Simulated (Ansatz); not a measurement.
# The (201) surface of beta tin in its 1x1 cell, outermost plane spacing 0.55 Å in the ideal cut

Calculation: PBE (plane waves to 420 eV, PAW; Ansatz, an electronic-structure program).

Set-up: 20 atoms, 10.4 Å thick at the start (thin: gaps and levels are the slab's own); mesh 7x5x1; 0.1 eV smearing; dipole correction on; all atoms relaxed; held to the start's symmetry, so lower structures may exist; no spin, no spin-orbit, no U.

- work function of the top face = 4.08 eV
- energy released by relaxation = 0.55 eV
- cost = roughly 50 core-minutes
